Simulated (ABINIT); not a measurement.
A self-consistent single point of SiC (F-43m, 2 atoms in the cell) with ABINIT.

Method: PBE, norm-conserving pseudopotentials (PseudoDojo nc-sr-05 PBE standard) (plane waves; ABINIT).

The change in words: lattice scaled by 0.98. Reference geometry:
```
CELL_PARAMETERS angstrom
      0.00000     2.18000     2.18000
      2.18000     0.00000     2.18000
      2.18000     2.18000     0.00000
ATOMIC_POSITIONS crystal
  Si 0.00000 0.00000 0.00000
  C  0.25000 0.25000 0.25000
```

Reference input (self-consistent single point, DFT, PBE, plane waves, norm-conserving pseudopotentials (PseudoDojo nc-sr-05 PBE standard)): pseudos = [Si.upf, C.upf]; ecut = 1116 eV; ixc = 11; occopt = 3; tsmear = 0.00073499 Ha; ngkpt = 10 10 10; nshiftk = 1; shiftk = 0 0 0; potentials = PseudoDojo nc-sr-05 PBE standard; nband = 9; kptopt = 1; nstep = 80. This run's input differs from it in these lines:

```diff
@@ -5,5 +5,5 @@
 rprim
-         0.0000000000    4.1196029517    4.1196029517
-         4.1196029517    0.0000000000    4.1196029517
-         4.1196029517    4.1196029517    0.0000000000
+         0.0000000000    4.0372108927    4.0372108927
+         4.0372108927    0.0000000000    4.0372108927
+         4.0372108927    4.0372108927    0.0000000000
 natom 2
@@ -14,3 +14,3 @@
          0.0000000000    0.0000000000    0.0000000000
-         1.0900000000    1.0900000000    1.0900000000
+         1.0682000000    1.0682000000    1.0682000000
       Angstrom
```

The program printed (abridged):

```
--- !BeginCycle
solver: {iscf: 7, nstep: 80, nline: 4, wfoptalg: 0, }
tolerances: {toldfe: 1.00E-09, }
...

     iter   Etot(hartree)      deltaE(h)  residm     vres2
 ETOT  1  -10.160155110233    -1.016E+01 1.047E-01 5.520E+02
 ETOT  2  -10.229982155879    -6.983E-02 2.989E-02 2.150E+02
 ETOT  3  -10.267092666808    -3.711E-02 7.489E-03 2.156E-01
 ETOT  4  -10.267116220625    -2.355E-05 2.547E-03 5.868E-03
 ETOT  5  -10.267116542548    -3.219E-07 9.952E-04 1.725E-04
 ETOT  6  -10.267116553315    -1.077E-08 3.285E-04 1.028E-06
 ETOT  7  -10.267116553391    -7.505E-11 1.908E-04 1.181E-08
 ETOT  8  -10.267116553392    -1.018E-12 5.993E-05 2.856E-10
 At SCF step    8, etot is converged :
  for the second time, diff in etot=  1.018E-12 < toldfe=  1.000E-09

 Cartesian components of stress tensor (hartree/bohr^3)
  sigma(1 1)= -6.15550043E-04  sigma(3 2)=  0.00000000E+00
  sigma(2 2)= -6.15550043E-04  sigma(3 1)=  0.00000000E+00
  sigma(3 3)= -6.15550043E-04  sigma(2 1)=  0.00000000E+00

 ----iterations are completed or convergence reached----

 reduced coordinates (array xred) for    2 atoms
       0.000000000000      0.000000000000      0.000000000000
       0.250000000000      0.250000000000      0.250000000000
 cartesian forces (eV/Angstrom) at end:
    1     -0.00000000000000    -0.00000000000000     0.00000000000000
    2      0.00000000000000     0.00000000000000    -0.00000000000000
 frms,max,avg= 1.2826641E-29 2.0095485E-29   0.000E+00  0.000E+00  0.000E+00 e/A
   [... lines left out ...]
 Fermi (or HOMO) energy (eV) =   7.95667   Average Vxc (eV)= -11.54737
   [... lines left out ...]
total_energy        : -1.02671165533915E+01
total_energy_eV     : -2.79382449669698E+02
band_energy         :  4.05170148322222E-01
...

-Cartesian components of stress tensor (GPa)         [Pressure=  1.8110E+01 GPa]
- sigma(1 1)= -1.81101045E+01  sigma(3 2)=  0.00000000E+00
- sigma(2 2)= -1.81101045E+01  sigma(3 1)=  0.00000000E+00
- sigma(3 3)= -1.81101045E+01  sigma(2 1)=  0.00000000E+00

 Calculation completed.
```

The run converged in 8 iterations. Against the reference run the free energy rises by 38.9 meV/atom, the pressure goes from 2.92 to 18.11 GPa and the gap on the mesh goes from 1.364 to 1.307 eV.

The starting cell has typed, rounded lattice constants, without a prior relaxation at this level. For this run, on top of that: lattice scaled by 0.98. With a pressure of about 18 GPa the cell is away from its equilibrium volume at this level.
